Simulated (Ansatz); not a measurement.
Band structure of PbSe2 (I4/mcm, 6 atoms in the cell).

```xyz
6
Lattice="-3.2205 3.2205 3.8803 3.2205 -3.2205 3.8803 3.2205 3.2205 -3.8803" Properties=species:S:1:pos:R:3 pbc="T T T"
Pb     0.0000     0.0000     1.9402
Pb     0.0000     0.0000     5.8205
Se     0.8362     4.0567     0.0000
Se     2.3843    -0.8362     3.8803
Se     2.3843     0.8362     0.0000
Se     0.8362     2.3843     3.8803
```

Level of theory: LDA (PW92), PAW files made with PBE (plane waves; Ansatz, a quantum-chemistry and plane-wave program).

Settings: kpoints.mp_grid.grid = 4 4 4; hamiltonian.xc = lda; hamiltonian.pseudopotentials = {kind: paw} (an earlier, softer set of the program's PAW files); scf.occupations.method = gaussian; scf.occupations.width = 0.0147 Ry; kpoints.band_path.npoints = 8.

The starting cell comes from a database of computed structures (which also holds hypothetical and non-ambient phases and stackings), without a prior relaxation at this level. Its lattice was rescaled by a random factor within 2.5 % of one. Spin-orbit coupling is off. The run gives no clean gap (levels at the Fermi energy touch, overlap or are partly filled at this smearing), which alone does not show that the compound is a metal.

Levels in eV from the Fermi level, bands 43 to 50:
```csv
point,43,44,45,46,47,48,49,50
Γ,-3.12,-2.88,-2.87,0.03,2.29,2.29,3.32,3.32
X,-2.11,-1.17,-1.15,-0.27,1.28,1.42,1.76,1.98
Y,-1.19,-0.80,-0.55,-0.11,0.04,1.93,1.96,1.99
S,-1.34,-0.83,-0.26,-0.16,0.70,1.41,2.19,2.19
Z,-1.20,-1.20,0.11,0.15,1.42,1.42,1.42,2.35
S1,-1.34,-0.83,-0.26,-0.16,0.70,1.41,2.19,2.19
N,-2.04,-2.04,-0.76,-0.76,0.64,0.64,2.52,2.52
P,-2.06,-2.06,-0.82,-0.82,2.11,2.11,2.51,2.51
Y1,-1.19,-0.80,-0.55,-0.11,0.04,1.93,1.96,1.99
```

Bands cross the Fermi level along this path, so the cell is metallic at this level.

Keys are those of Ansatz 0.2.
